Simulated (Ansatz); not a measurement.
Consider the following.

```xyz
1
Lattice="0.0000 1.8928 1.8793 1.8928 0.0000 1.8793 1.8928 1.8928 0.0000" Properties=species:S:1:pos:R:3 pbc="T T T"
Rh     0.0000     0.0000     0.0000
```

Method: PBEsol, rigid bands (plane waves, PAW, scalar-relativistic; Ansatz, a first-principles code). Condition of this run: uniaxial stress zz = 2 GPa (compression positive) (the target of the relaxation). Cell: cell and atoms relaxed with PBEsol, then loaded as said.

Q: Predict the product ρ₀λ of resistivity and mean free path that follows from the Fermi surface's area.

A: 3.2 ×10⁻¹⁶ Ω·m².

Q: And the Drude plasma energy and the root-mean-square Fermi velocity at 300 K?

A: 10.3 eV; 6.6e5 m/s.

A metal at this level (no band gap); rigid bands, thermally averaged at 300 K, both spins. Spin-orbit coupling is left out. τ is one relaxation time for all states; the product of resistivity and mean free path takes one path for all states instead.
